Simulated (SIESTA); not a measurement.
Input and output of a self-consistent single point for ZrTi (P1, 2 atoms in the cell) (SIESTA).

Method: GGA PBEsol, numerical atomic orbitals DZP, PseudoDojo PBEsol standard norm-conserving potentials (rewritten from UPF to PSML) (SIESTA).

```xyz
2
Lattice="3.1119 0.0000 0.0000 0.0000 3.1119 0.0000 0.0000 0.0000 4.1978" Properties=species:S:1:pos:R:3 pbc="T T T"
Zr     1.5627     1.5573     2.1687
Ti    -0.0068    -0.0013    -0.0699
```

Reference input (self-consistent single point, DFT, LDA PW92, numerical atomic orbitals DZP, PseudoDojo LDA standard norm-conserving potentials (rewritten from UPF to PSML)): XC.functional = LDA; XC.authors = PW92; potentials = PseudoDojo LDA standard; PAO.BasisSize = DZP; PAO.EnergyShift = 0.01 Ry; MeshCutoff = 350 Ry; kgrid.MonkhorstPack = 8 8 6; OccupationFunction = MP; OccupationMPOrder = 0; ElectronicTemperature = 0.1 eV; MaxSCFIterations = 150; SCF.Mixer.Method = Pulay. This run's input differs from it in these lines:

```diff
@@ -1,2 +1,2 @@
-# files in the folder: Zr.psml Ti.psml (PseudoDojo LDA standard)
+# files in the folder: Zr.psml Ti.psml (PseudoDojo PBEsol standard)
 SystemName  ZrTi
@@ -22,4 +22,4 @@
 
-XC.functional                LDA
-XC.authors                   PW92
+XC.functional                GGA
+XC.authors                   PBEsol
 PAO.BasisSize                DZP
```

Log, with long lists cut:

```
        iscf     Eharris(eV)        E_KS(eV)     FreeEng(eV)     dDmax    Ef(eV) dHmax(eV)
   scf:    1    -2967.133881    -2985.561534    -2985.572516  1.557526 -4.683956 10.971386
   scf:    2    -2989.412250    -2987.971705    -2987.983827  0.198143 -4.903661  5.346148
   scf:    3    -2988.680876    -2988.550595    -2988.564877  0.118233 -5.143039  3.125800
   scf:    4    -2987.794067    -2988.514328    -2988.528569  0.155328 -5.372043  3.177499
   scf:    5    -2977.198672    -2985.554266    -2985.572877  0.271056 -5.843163  9.269883
   [... 8 lines left out ...]
   scf:   14    -2988.909925    -2988.909925    -2988.925127  0.000007 -5.500899  0.007233
   scf:   15    -2988.909916    -2988.909921    -2988.925128  0.000177 -5.501413  0.001056
   scf:   16    -2988.909922    -2988.909922    -2988.925129  0.000024 -5.501359  0.000010
   scf:   17    -2988.909922    -2988.909922    -2988.925129  0.000001 -5.501361  0.000005
SCF Convergence by DM+H criterion
max |DM_out - DM_in|         :     0.0000014480
max |H_out - H_in|      (eV) :     0.0000053223
SCF cycle converged after 17 iterations

Using DM_out to compute the final energy and forces

siesta: E_KS(eV) =            -2988.9099

siesta: E_KS - E_eggbox =     -2988.9099

siesta: Atomic forces (eV/Ang):
     1   -0.042516   -0.007762   -0.615709
     2    0.043758    0.008553    0.618773
   Tot    0.001242    0.000790    0.003064
   Max    0.618773
   Res    0.357266    sqrt( Sum f_i^2 / 3N )
   Max    0.618773    constrained

Stress tensor Voigt[x,y,z,yz,xz,xy] (kbar):       51.32       51.04       48.06       -0.01       -0.24        0.00
(Free)E + p*V (eV/cell)    -2990.1973
Target enthalpy (eV/cell)    -2988.9251

siesta: Program's energy decomposition (eV):
siesta: FreeEng =     -2988.925129

   [... lines left out ...]
siesta:     0.032031    0.000002   -0.000150
siesta:     0.000002    0.031859   -0.000004
siesta:    -0.000150   -0.000004    0.029996

siesta: Cell volume =         40.651659 Ang**3

siesta: Pressure (static):
siesta:                Solid            Molecule  Units
siesta:          -0.00034085         -0.00021027  Ry/Bohr**3
siesta:          -0.03129526         -0.01930586  eV/Ang**3
siesta:         -50.14053636        -30.93139608  kBar
```

The run converged in 17 iterations. Against the reference run the pressure goes from -8.39 to -5.01 GPa and the largest force goes from 0.562 to 0.620 eV/Å.

The starting cell comes from a database of computed structures (which also holds hypothetical and non-ambient phases and stackings), without a prior relaxation at this level. Its atoms were displaced at random from the sites of space group no. 123. Spin polarisation is off. Values carry the incompleteness of an atom-centred basis. With a pressure of about -5 GPa the cell is away from its equilibrium volume at this level.

Cost on one core of a shared machine: roughly 70 s.
